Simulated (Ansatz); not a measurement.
A self-consistent single point of Cu (I4/mmm, 1 atom in the cell) with Ansatz (a program for electronic structure).

Level of theory: LDA (PW92), default PAW files made with PBE (plane waves; Ansatz).

```
Cu
1.0
   -1.45508     1.45508     1.36632
    1.45508    -1.45508     1.36632
    1.45508     1.45508    -1.36632
Cu
1
Cartesian
  0.00000   0.00000   0.00000
```

Reference input (self-consistent single point, DFT, LDA (PW92), plane waves, default PAW files made with PBE): basis.ecutwfc = 420 eV; kpoints.mp_grid.grid = 16 16 16; hamiltonian.xc = lda; hamiltonian.pseudopotentials = {kind: paw} (the program's default PAW files); scf.occupations.method = gaussian; scf.occupations.width = 0.1 eV. This run's input differs from it in these lines:

Ansatz 0.2 input:
```diff
@@ -11,3 +11,3 @@
   mp_grid:
-    grid: [16, 16, 16]
+    grid: [26, 26, 26]
 hamiltonian:
```

Output (repeated stretches shortened):

```
SCF iter   1: F=—  HF=-6555.669617 eV  |F-HF|=—  |Δ(HF+E_count)|=         —  Δρ=2.44e-2  dr2=3.09e-2  ethr=1.77e-3  ⟨swp⟩=5.4  Hψ=93496  notcnv=0
all-band conjugate gradients solve this SCF's bands
preconditioner: auto → none
SCF iter   2: F=—  HF=-6555.661877 eV  |F-HF|=—  |Δ(HF+E_count)|=   7.74e-3  Δρ=1.87e-3  dr2=3.16e-4  ethr=1.62e-4  ⟨swp⟩=2.8  Hψ=40769  notcnv=0  defer=549
   [... lines left out ...]
SCF iter   4: F=—  HF=-6555.661878 eV  |F-HF|=—  |Δ(HF+E_count)|=   4.53e-5  Δρ=2.51e-5  dr2=4.92e-8  ethr=3.64e-7  ⟨swp⟩=1.0  Hψ=18071  notcnv=0  defer=549
iter 5 did not close the SCF: its close was put off for the readings that it lacked (scf_convergence_deferred on its scf_iter line)
SCF iter   5: F=-6555.661879 eV  HF=-6555.661879 eV  |F-HF|=7.73e-11  |Δ(HF+E_count)|=   8.69e-8  Δρ=3.79e-6  dr2=3.68e-10  ethr=2.59e-10  ⟨swp⟩=2.0  Hψ=30782  notcnv=0  defer=549
SCF iter   6: F=-6555.661879 eV  HF=-6555.661879 eV  |F-HF|=1.18e-11  |Δ(HF+E_count)|=  8.19e-12  Δρ=1.38e-7  dr2=9.07e-13  ethr=1.94e-12  ⟨swp⟩=2.8  Hψ=57909  notcnv=0
SCF 1 converged in 6 iterations: F = -6555.661879 eV  dr2 = 9.07e-13
Free energy (F): -6555.661879 eV
Internal energy: -6555.659845 eV  (E = F + TS)
E sigma→0 (E₀):  -6555.660862 eV
Entropy (-TS):   -0.002034 eV (-2.034 meV/atom)
Fermi energy:    16.776494 eV
--- Forces (eV/Å), atoms counted from 1 ---
  atom   1  Cu     0.00000000    -0.00000000    -0.00000000
--- Stress (GPa, compression-positive) ---
       -9.097935       0.000000      -0.000000
        0.000000      -9.097935       0.000000
       -0.000000       0.000000      -9.389307
  P = ⅓ Tr σ = -9.1951 GPa (-91.951 kbar)
  The stress holds the Pulay correction. Without it, at fixed plane waves, as pw.x and ABINIT print it: P = -9.3010 GPa
```

The run converged in 6 iterations. Against the reference run the free energy goes down by 4.0 meV/atom and the pressure stays at -9.20 GPa.

The starting cell comes from a database of computed structures (which also holds hypothetical and non-ambient phases and stackings), without a prior relaxation at this level. Its lattice was rescaled by up to half a per cent. Spin polarisation is off. With a pressure of about -9 GPa the cell is away from its equilibrium volume at this level. Ansatz's pressure includes its estimate of the finite-basis (Pulay) stress.
